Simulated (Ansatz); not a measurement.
CsGeBr3 (Pm-3m, No. 221, 5 atoms in the cell; start mp-570223; high-temperature phase), treated with HSE06+SOC (Ansatz, a program for electronic structure, PAW).

Settings: plane-wave cutoff 460 eV, 4×4×4 k mesh, Fermi–Dirac smearing 0.01 eV, PAW data made under PBE.

Cell (relaxed with PBEsol):

```
CELL_PARAMETERS angstrom
      5.47380     0.00000     0.00000
      0.00000     5.47380     0.00000
      0.00000     0.00000     5.47380
ATOMIC_POSITIONS crystal
  Cs 0.00000 0.00000 0.00000
  Ge 0.50000 0.50000 0.50000
  Br 0.50000 0.50000 0.00000
  Br 0.00000 0.50000 0.50000
  Br 0.50000 0.00000 0.50000
```

**Question.** What does this level give for the band gap and direct gap at Γ?

**Answer.** 
- band gap: 0.68 eV (on the SCF k mesh) (direct)
- direct gap at Γ: 6.47 eV

Note: held by symmetry at 0 K, a high-temperature phase can be a saddle point; cell and atoms aren't relaxed at this level (pressure 1.7 GPa).

The computed numbers hold no vibrational or temperature effects.

It cost about 15 core-minutes (a rough figure) of CPU time.

A start named mp-… is a Materials Project structure, which need not be a measured phase.
